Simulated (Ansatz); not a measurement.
A self-consistent single point of Sb2Pt (Pa-3, 12 atoms in the cell) with Ansatz (an electronic-structure program).

Method: PBE, PAW files (plane waves; Ansatz).

```yaml
crystal:
  lattice:
    - [6.56477, 0.00000, 0.00000]
    - [0.00000, 6.56477, 0.00000]
    - [0.00000, 0.00000, 6.56477]
  atoms:
    - { symbol: Sb, position: [0.37525, 0.12475, 0.87525] }
    - { symbol: Sb, position: [0.62475, 0.87525, 0.12475] }
    - { symbol: Sb, position: [0.12475, 0.87525, 0.37525] }
    - { symbol: Sb, position: [0.87525, 0.12475, 0.62475] }
    - { symbol: Sb, position: [0.87525, 0.37525, 0.12475] }
    - { symbol: Sb, position: [0.12475, 0.62475, 0.87525] }
    - { symbol: Sb, position: [0.62475, 0.62475, 0.62475] }
    - { symbol: Sb, position: [0.37525, 0.37525, 0.37525] }
    - { symbol: Pt, position: [0.00000, 0.50000, 0.50000] }
    - { symbol: Pt, position: [0.50000, 0.50000, 0.00000] }
    - { symbol: Pt, position: [0.50000, 0.00000, 0.50000] }
    - { symbol: Pt, position: [0.00000, 0.00000, 0.00000] }
```

Reference input (self-consistent single point, DFT, PBE, plane waves, PAW files): basis.ecutwfc = 420 eV; kpoints.mp_grid.grid = 5 5 5; hamiltonian.xc = pbe; hamiltonian.pseudopotentials = {kind: paw} (the program's default PAW files); scf.occupations.method = cold; scf.occupations.width = 0.136 eV. This run's input differs from it in these lines:

Ansatz 0.2 input:
```diff
@@ -20,3 +20,3 @@
 basis:
-  ecutwfc: 420.0
+  ecutwfc: 630.0
 kpoints:
```

The program printed (abridged):

```
SCF iter   1: F=—  HF=-101985.896578 eV  |F-HF|=—  |Δ(HF+E_count)|=         —  Δρ=8.56e-2  dr2=2.84e1  ethr=3.10e-3  ⟨swp⟩=6.7  Hψ=5041  notcnv=0  defer=5
all-band conjugate gradients solve this SCF's bands
preconditioner: auto → Resta (q_TF=auto, 2.558 Å⁻¹)
SCF iter   2: F=—  HF=-101981.861175 eV  |F-HF|=—  |Δ(HF+E_count)|=    4.04e0  S|Δr|=   3.52e-4  Δρ=3.77e-2  dr2=5.41e0  ethr=3.10e-3  ⟨swp⟩=2.0  Hψ=1854  notcnv=0  defer=131
   [... lines left out ...]
SCF iter   6: F=—  HF=-101981.023540 eV  |F-HF|=—  |Δ(HF+E_count)|=   2.31e-5  S|Δr|=    0.00e0  Δρ=6.40e-5  dr2=1.13e-5  ethr=9.81e-8  ⟨swp⟩=2.0  Hψ=2028  notcnv=0  defer=122
SCF iter   7: F=—  HF=-101981.023870 eV  |F-HF|=—  |Δ(HF+E_count)|=   3.30e-4  S|Δr|=    0.00e0  Δρ=2.01e-5  dr2=1.14e-6  ethr=5.88e-9  ⟨swp⟩=2.0  Hψ=2035  notcnv=0  defer=122
SCF iter   8: F=-101981.023870 eV  HF=-101981.023870 eV  |F-HF|=9.01e-9  |Δ(HF+E_count)|=   6.44e-7  S|Δr|=    0.00e0  Δρ=3.41e-6  dr2=3.61e-8  ethr=5.21e-11  ⟨swp⟩=10.4  Hψ=7194  notcnv=0
SCF 1 converged in 8 iterations: F = -101981.023870 eV  dr2 = 3.61e-8
Stability not checked (fill_not_monotonic)
Free energy (F): -101981.023870 eV
Internal energy: -101981.025609 eV  (E = F + TS)
E sigma→0 (E₀):  -101981.024450 eV
Entropy (-TS):   0.001739 eV (0.145 meV/atom)
Fermi energy:    13.684669 eV
--- Forces (eV/Å), atoms counted from 1 ---
  atom   1  Sb    -0.04078155     0.04078155    -0.04078155
  atom   2  Sb     0.04078155    -0.04078155     0.04078155
  atom   3  Sb     0.04078155    -0.04078155    -0.04078155
  atom   4  Sb    -0.04078155     0.04078155     0.04078155
   [... lines left out ...]
  atom  12  Pt     0.00000000    -0.00000000    -0.00000000
--- Stress (GPa, compression-positive) ---
       -0.578281      -0.000000       0.000000
       -0.000000      -0.578281       0.000000
        0.000000       0.000000      -0.578281
  P = ⅓ Tr σ = -0.5783 GPa (-5.783 kbar)
  The stress holds the Pulay correction. Without it, at fixed plane waves, as pw.x and ABINIT print it: P = -0.5809 GPa
```

The run converged in 8 iterations. Against the reference run the free energy falls by 1.4 meV/atom, the pressure moves little (-0.57 to -0.58 GPa) and the largest force stays at 0.071 eV/Å.

The starting cell comes from a database of computed structures (which also holds hypothetical and non-ambient phases and stackings), without a prior relaxation at this level. Its lattice was rescaled by a random factor within 2.5 % of one. Spin polarisation is off. Ansatz's pressure includes its estimate of the finite-basis (Pulay) stress.
